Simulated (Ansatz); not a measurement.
Worked example: self-consistent single point of Hf2CoP (Pm, 8 atoms in the cell) in Ansatz (a quantum-chemistry and plane-wave program).

Method of the run: PBEsol, default PAW files made with PBE (plane waves; Ansatz).

```
Hf2CoP
1.0
    5.12723     0.00000     0.00000
    0.00000     3.54677     0.00000
   -2.42338     0.00000     6.90814
Hf Co P
4 2 2
Direct
  0.77582   0.25000   0.57076
  0.22760   0.75000   0.43648
  0.29612   0.25000   0.08172
  0.70388   0.75000   0.91828
  0.35977   0.25000   0.71069
  0.64023   0.75000   0.28931
  0.86171   0.25000   0.21106
  0.13829   0.75000   0.78894
```

Reference input (self-consistent single point, DFT, PBEsol, plane waves, default PAW files made with PBE): basis.ecutwfc = 30.9 Ry; kpoints.mp_grid.grid = 5 7 3; hamiltonian.xc = pbesol; hamiltonian.pseudopotentials = {kind: paw} (the program's default PAW files); scf.occupations.method = gaussian; scf.occupations.width = 0.0073 Ry. This run's input differs from it in these lines:

Ansatz 0.2 input:
```diff
@@ -19,3 +19,3 @@
   mp_grid:
-    grid: [5, 7, 3]
+    grid: [6, 8, 5]
 hamiltonian:
@@ -27,3 +27,3 @@
     method: gaussian
-    width: 0.0073 Ry
+    width: 0.0037 Ry
 output:
```

Output, abridged:

```
SCF iter   1: F=—  HF=-74066.116345 eV  |F-HF|=—  |Δ(HF+E_count)|=         —  Δρ=2.66e-2  dr2=6.97e-1  ethr=1.77e-3  ⟨swp⟩=6.0  Hψ=23802  notcnv=0  defer=122
all-band conjugate gradients solve this SCF's bands
preconditioner: auto → Kerker (q_TF=auto, 2.804 Å⁻¹)
SCF iter   2: F=—  HF=-74066.077575 eV  |F-HF|=—  |Δ(HF+E_count)|=   3.88e-2  Δρ=1.02e-2  dr2=1.26e-1  ethr=4.71e-4  ⟨swp⟩=2.0  Hψ=8706  notcnv=0  defer=682
   [... lines left out ...]
SCF iter   6: F=—  HF=-74066.066309 eV  |F-HF|=—  |Δ(HF+E_count)|=   8.73e-5  Δρ=9.38e-5  dr2=1.70e-5  ethr=1.74e-7  ⟨swp⟩=2.0  Hψ=10335  notcnv=0  defer=713
SCF iter   7: F=—  HF=-74066.066268 eV  |F-HF|=—  |Δ(HF+E_count)|=   4.13e-5  Δρ=2.98e-5  dr2=1.85e-6  ethr=1.15e-8  ⟨swp⟩=2.1  Hψ=12360  notcnv=0  defer=713
SCF iter   8: F=—  HF=-74066.066267 eV  |F-HF|=—  |Δ(HF+E_count)|=   4.18e-7  Δρ=1.26e-5  dr2=2.06e-7  ethr=1.25e-9  ⟨swp⟩=2.0  Hψ=9029  notcnv=0  defer=713
SCF iter   9: F=-74066.066267 eV  HF=-74066.066267 eV  |F-HF|=5.09e-8  |Δ(HF+E_count)|=   2.82e-8  Δρ=3.85e-6  dr2=1.93e-8  ethr=6.76e-11  ⟨swp⟩=10.9  Hψ=35537  notcnv=0
SCF 1 converged in 9 iterations: F = -74066.066267 eV  dr2 = 1.93e-8
Free energy (F): -74066.066267 eV
Internal energy: -74066.058826 eV  (E = F + TS)
E sigma→0 (E₀):  -74066.062546 eV
Entropy (-TS):   -0.007442 eV (-0.930 meV/atom)
Fermi energy:    19.765793 eV
--- Forces (eV/Å), atoms counted from 1 ---
  atom   1  Hf     0.00125988     0.00000000    -0.42268273
  atom   2  Hf     0.00899667     0.00000000    -0.11948078
  atom   3  Hf    -0.13258399     0.00000000    -0.06076432
  atom   4  Hf     0.14027941     0.00000000     0.24140689
  atom   5  Co    -0.11281138     0.00000000    -0.02122053
  atom   6  Co     0.10677975     0.00000000     0.15932434
  atom   7  P     -0.07164498     0.00000000     0.10035792
  atom   8  P      0.05972411     0.00000000     0.12306617
--- Stress (GPa, compression-positive) ---
        0.702870      -0.000000      -0.049615
       -0.000000       0.237512      -0.000000
       -0.049615      -0.000000      -0.410214
  P = ⅓ Tr σ = 0.1767 GPa (1.767 kbar)
  The stress holds the Pulay correction. Without it, at fixed plane waves, as pw.x and ABINIT print it: P = 0.1017 GPa
```

The run converged in 9 iterations. Against the reference run the free energy stays essentially unchanged (within 1 meV/atom), the pressure hardly changes (0.23 to 0.18 GPa) and the largest force goes from 0.397 to 0.423 eV/Å.

The starting cell comes from a database of computed structures (which also holds hypothetical and non-ambient phases and stackings), without a prior relaxation at this level. Its lattice was rescaled by up to half a per cent. One atom was moved a little off its site on purpose. Spin polarisation is off, so a magnetic state, if there is one, cannot be reached. Ansatz's pressure includes its estimate of the finite-basis (Pulay) stress.

Cost on one core of a shared machine: roughly 2 min.
